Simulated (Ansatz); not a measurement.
CsCl-type CoGa, treated with PBE0 (Ansatz, an electronic-structure program, plane waves, PAW).

Run with plane-wave cutoff 460 eV, 10×10×10 k mesh, Fermi–Dirac smearing 0.05 eV, no spin polarisation, scalar-relativistic PAW data made under PBE.

Results at a series of volumes:

| V (Å³/atom) | E − E_lowest (meV/atom) | P (GPa) |
|---|---|---|
| 10.838 | 20.19 | 12.05 |
| 11.123 | 4.51 | 5.64 |
| 11.508 | 0.00 | -1.70 |
| 11.694 | 3.76 | -4.78 |
| 11.979 | 16.04 | -8.98 |

Estimate the bulk modulus from the pressures at 11.123 and 11.508 Å³/atom, and compare it with a fit to all energies.

B = −V dP/dV. Between V = 11.123 and 11.508 Å³/atom, dP/dV = (-1.70 − (5.64))/(11.508 − 11.123) = -19.1 GPa per Å³/atom; at the midpoint 11.316 Å³/atom this gives B ≈ 216 GPa. The third-order Birch–Murnaghan fit gives V0 = 11.413 Å³/atom, B0 = 207 GPa, B′ = 4.7, which lies 4 % below that estimate.

Measured, for comparison: equilibrium volume per atom 11.92 Å³/atom (temperature not stated, copied from a table, unchecked, no zero-point or thermal correction; as tabulated in Monatshefte fuer Chemie und verwandte Teile anderer Wissenschaften 123, 509 (1992)). Computed less measured: equilibrium volume per atom not scored (unchecked).

Note: the run has no spin polarisation, so it can have missed a magnetic state.

The computed numbers hold no vibrational or temperature effects.

Computing time: around 30 core-minutes (rough).
